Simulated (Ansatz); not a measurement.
Ru in the hcp (Mg type) structure (space group P6_3/mmc, No. 194)

Ru is taken in the hexagonal space group P6₃/mmc (No. 194), the hcp (Mg type) structure, Pearson symbol hP2. Lattice parameters: a = b = 2.7220 Å, c = 4.2907 Å, α = β = 90.00°, γ = 120.00°. Ru on 2d has 12 Ru at 2.659–2.722 Å (anticuboctahedral). (Neighbours: up to the widest gap in distance over summed covalent radii, below 1.35, at either atom.)

The values are results of DFT with PBE, PAW potentials and a 420 eV plane-wave cutoff in Ansatz (a program for electronic structure), scalar-relativistic without spin-orbit coupling, earlier PAW set, not measurements. Γ-centred 20×20×11 mesh, Fermi–Dirac width 0.05 eV.

| Property | Value |
|---|---|
| Volume per atom | 13.77 Å³ |
| Density | 12.19 g/cm³ |
| Band gap | zero |
| Total energy | -5878.733 eV/atom (σ→0; compares only within this code and set-up) |

Whether these cells are dynamically stable was not tested. The final runs are not spin-polarised.
